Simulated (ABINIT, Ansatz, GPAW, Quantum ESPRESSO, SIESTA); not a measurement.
## Sr (Fm-3m, 1 atom in the cell) computed with different codes at matched settings

Self-consistent single point.

```
Sr
1.0
    0.00000     2.97586     2.97586
    2.97586     0.00000     2.97586
    2.97586     2.97586     0.00000
Sr
1
Cartesian
  0.00000   0.00000   0.00000
```

Shared settings, as Ansatz (an electronic-structure program) writes them: kpoints.mp_grid.grid = 4 4 4; scf.occupations.method = fermi_dirac; scf.occupations.width = 0.0073 Ry. Potentials and cutoffs stand in the table.

| code | model | pressure (GPa) | cutoff |
|---|---|---|---|
| ABINIT | PBE, norm-conserving pseudopotentials (PseudoDojo nc-sr-05 PBE standard) | 0.64 | 68 Ry |
| Ansatz | PBE, default PAW files | 0.64 | default |
| GPAW | PBE, GPAW PAW datasets PBE (gpaw-data 1.0.1) | 0.72 | 600 eV |
| SIESTA | GGA PBE, numerical atomic orbitals DZP, PseudoDojo PBE standard norm-conserving potentials (rewritten from UPF to PSML) | 4.52 | grid 400 Ry |
| Quantum ESPRESSO | PBE, PSlibrary ultrasoft (PBE, semicore) pseudopotentials | 0.63 | 45 Ry |

The spread over the programs that give each value: pressure within 3.89 GPa.

SIESTA uses small atom-centred bases, whose incompleteness enters pressures, forces and empty levels differently from a plane-wave cutoff. Ansatz's pressure is given at a fixed set of plane waves, as the other plane-wave codes print theirs. In the pressure, SIESTA (by 3.87) lies more than 1 GPa from the median of the plane-wave programs.

On the base mesh (8 8 8) the same programs gave: Ansatz pressure 0.54 GPa; Quantum ESPRESSO pressure 0.53 GPa; ABINIT pressure 0.54 GPa; GPAW pressure 0.60 GPa; SIESTA pressure 4.72 GPa.

The starting cell has typed, rounded lattice constants, without a prior relaxation at this level. Its lattice was rescaled by a random factor within 2.5 % of one.

Left out of this page: CP2K (on another mesh); Elk and FLEUR (not drawn, or without a comparable value).

Keys are those of Ansatz 0.2.
